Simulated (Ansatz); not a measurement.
Consider BP in the zinc blende structure (space group F-43m, No. 216; a = 4.5364 Å).

All numbers come from r2SCAN (Ansatz, a quantum-chemistry and plane-wave program; PAW; 500 eV plane waves; no spin-orbit coupling), earlier PAW set.

One change was made to it. Results:

```
quantity                   base       after
-------------------  ----------  ----------
smallest direct gap     3.60 eV     4.23 eV
band gap                1.41 eV     0.91 eV
density              2.97 g/cm³  3.89 g/cm³
```

### Question
Name the change that was made.
(A) pressure 7 GPa
(B) pressure 75 GPa
(C) pressure −1 GPa
(D) pressure 30 GPa
(E) pressure −2 GPa

### Answer
B, pressure 75 GPa. For comparison, the band gap in the other runs: pressure −2 GPa gives 1.43 eV; pressure 7 GPa gives 1.35 eV; pressure −1 GPa gives 1.42 eV; pressure 30 GPa gives 1.19 eV.

Load acts through the strain it causes; cell and atoms are relaxed under it. Stability against distortions was not tested. No other phases were tried under pressure.
